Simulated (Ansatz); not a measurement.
Here is the system:

```xyz
3
Lattice="0.0000 3.0329 3.0329 3.0329 0.0000 3.0329 3.0329 3.0329 0.0000" Properties=species:S:1:pos:R:3 pbc="T T T"
Pb     0.0000     0.0000     0.0000
F      1.5164     1.5164     1.5164
F      4.5493     4.5493     4.5493
```

No spin polarisation.

Level of theory: Ansatz (a program for electronic structure), PBE, PAW, cutoff 420 eV, without spin-orbit coupling. Γ-centred 10×10×10 mesh, Fermi–Dirac width 0.05 eV.

Question: What is the computed band gap?

Answer: 4.41 eV.

Question: Predict the electron mass.

Answer: 2.2 mₑ along k, 0.51 mₑ across (at X).

With Pb present, leaving out spin-orbit coupling can change the band edges. Load acts through the strain it causes; cell and atoms are relaxed under it. Masses are band curvatures over ±0.01 Å⁻¹ around the edge. Along k means along the line from Γ to the band edge. Whether these cells are dynamically stable was not tested. The cell was made from PbF2 in the fluorite structure (space group Fm-3m, No. 225) by this change: pressure −2 GPa.
